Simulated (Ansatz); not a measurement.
For PtSb (P6₃/mmc, No. 194, 4 atoms in the cell; start mp-2845), PBEsol in Ansatz (plane waves, PAW) gives:

| Quantity | Result |
|---|---|
| lattice parameter a | 4.168 Å |
| lattice parameter c | 5.475 Å |

Problem. What does r²SCAN+rVV10 (Ansatz, an electronic-structure program, PAW) give for the same quantities?

Solution. 
- lattice constant a: 4.160 Å (shrinks by 0.2 %)
- lattice parameter c: 5.509 Å (increases by 0.6 %)

Changes are worked out from the printed values.

Unless a cell is named, each level is at its own relaxed cell (PBEsol 20.59, r²SCAN+rVV10 20.64 Å³/atom).

Levels without +SOC leave out spin–orbit coupling, which shifts energies and cells of such heavy elements.

The crystal itself was run without spin with PBEsol, r²SCAN+rVV10; a magnetic state was not tried in these runs.

Caveats: the relaxation could not lower the start's symmetry, so the cell can be a saddle point above a distorted one (PBEsol, r²SCAN+rVV10). Ansatz's density-functional and Hartree–Fock values are scalar-relativistic unless marked +SOC, with PAW data made under PBE.

A start named mp-… is a Materials Project structure, which need not be a measured phase.
